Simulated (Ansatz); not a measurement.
Cells marked so need not be the phases stable at ambient conditions, and some may be hypothetical.

 Where the default PAW files enter, the runs use the earlier of Ansatz's two default sets.

No gap correction and no spin-orbit coupling; mid-gap values are interpolated between computed energies.

A. Ba2ZnN2 (I4/mmm, not sure to be the ambient phase, 5 atoms a cell, 22.9 Å³ an atom, -3 GPa at this level), along the normal of (001)
B. TlCl (Fm-3m, rock salt, not sure to be the ambient phase, 2 atoms a cell, 33.7 Å³ an atom), along the normal of (001)
C. Ca(CdP)2 (P-3m1, not sure to be the ambient phase, 5 atoms a cell, 22.5 Å³ an atom, -2 GPa at this level), along the normal of (100)

Q: Order them by mid-gap decay constant of the slowest evanescent state (highest first) at the level PBEsol in Ansatz (a first-principles code).

A: B (0.22 1/Å), A (0.15 1/Å), C (0.06 1/Å)
